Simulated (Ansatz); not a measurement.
Consider MgB₂ (space group P6/mmm, No. 191; a = 3.064 Å, c = 3.498 Å; relaxed with 0.1 eV smearing).

All numbers come from PBEsol (Ansatz, a first-principles code), spin-orbit coupling left out.

Base values:

```
Quantity    Value
--------  -------
Pressure  0.0 GPa
Band gap     zero
```

Now apply this change: the cell is scaled by 1.0100 in all directions, atoms relaxed at fixed cell.

**Question.** Predict the new energy relative to the base.

**Answer.** The energy goes up by 4.0 meV/atom.

**Question.** Estimate the effect on the pressure.

**Answer.** The pressure (mean of the normal stresses, compression positive) goes from zero to -4.4 GPa.

**Question.** Estimate the effect on the band gap.

**Answer.** The band gap remains zero.

The cells carry an imposed strain or load. Stability against distortions was not tested. The final runs are not spin-polarised.
